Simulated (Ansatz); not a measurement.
```xyz
2
Lattice="0.0000 3.1824 3.1824 3.1824 0.0000 3.1824 3.1824 3.1824 0.0000" Properties=species:S:1:pos:R:3 pbc="T T T"
Na     0.0000     0.0000     0.0000
I      3.1824     3.1824     3.1824
```

No spin polarisation.

Calculations: Kohn–Sham DFT with the PBE functional, run in Ansatz (a program for electronic structure) with PAW and 420 eV plane waves, no spin-orbit coupling. k-mesh 9×9×9 (Γ-centred); smearing 0.05 eV (Fermi–Dirac).

What band gap does the calculation give?

3.78 eV.

Predict the electron mass.

0.26 mₑ (at Γ).

With I present, leaving out spin-orbit coupling can change the band edges. The cells carry an imposed strain or load. Effective masses come from finite differences of ±0.01 Å⁻¹. Stability against distortions was not tested. The cell was made from NaI in the rock salt structure (space group Fm-3m, No. 225) by this change: isotropic strain −2.50 %.
